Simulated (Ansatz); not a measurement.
This concerns the formation energy of BeTe (zinc blende, F-43m) from the elements. Reaction: Te (P3₁21) + Be (hcp) → BeTe (zinc blende). A negative value means that the right-hand side lies lower. The value is per atom of the solid.

BeTe (zinc blende, F-43m), 2 atoms in the cell, k-point mesh 10×10×10 on the run's own vectors.
```yaml
crystal:
  lattice:
    - [0.00000, 2.79053, 2.79053]
    - [2.79053, 0.00000, 2.79053]
    - [2.79053, 2.79053, 0.00000]
  atoms:
    - { symbol: Be, position: [0.00000, 0.00000, 0.00000] }
    - { symbol: Te, position: [0.25000, 0.25000, 0.25000] }
```

Te (P3₁21), 3 atoms in the cell; metallic (partly filled levels) with PBE, k-point mesh 12×12×6 on the run's own vectors. Conventional cell: a = b = 4.316 Å, c = 5.967 Å, α = β = 90.00°, γ = 120.00°.

Be (hcp, P6₃/mmc), 2 atoms in the cell, k-point mesh 30×30×16 on the run's own vectors. Conventional cell: a = 2.2158 Å, b = 2.2158 Å, c = 3.4965 Å, α = 90.00°, β = 90.00°, γ = 120.00°.

Computed with Ansatz (plane waves, PAW), its default PAW set, cutoff 420 eV, 500 eV for r2SCAN. The structures are at rest with PBE+D3(BJ); other levels are single points on them. HSE06 runs on coarser k-point meshes, mended by the PBE difference between the two meshes. Some cells are metallic or hold partly filled levels, where a hybrid on a coarse mesh is less sure. Neutral cells; Fermi-Dirac smearing of at most 0.10 eV in the solids, energies taken to zero width. The lattices are those relaxed with PBE+D3(BJ), so at other levels the solids can be strained, which adds to the spread. A dispersion term (D3(BJ), or D4 for r2SCAN) was computed beside these levels and is taken off wherever the name lacks it. Static lattices, no vibrational contributions. The runs are scalar-relativistic, without spin-orbit coupling. The state moves with the level: Te (P3₁21) is free of partly filled levels with HSE06 but metallic or partly filled with PBE.

### Question
Give the value at the level PBE+D3(BJ).

### Answer
-0.30 eV/atom, for Te (P3₁21) + Be (hcp) → BeTe (zinc blende).

### Question
How does the value move with the functional?

### Answer
```json
[
 {"Method": "PBE", "value (eV/atom)": "-0.37", "less PBE+D3(BJ)": "-0.07"},
 {"Method": "r2SCAN+D4", "value (eV/atom)": "-0.49", "less PBE+D3(BJ)": "-0.19"},
 {"Method": "HSE06", "value (eV/atom)": "-0.52", "less PBE+D3(BJ)": "-0.22"}
]
```

The levels span 0.22 eV/atom, from HSE06 (-0.52) to PBE+D3(BJ) (-0.30).

Ansatz is an electronic-structure program.
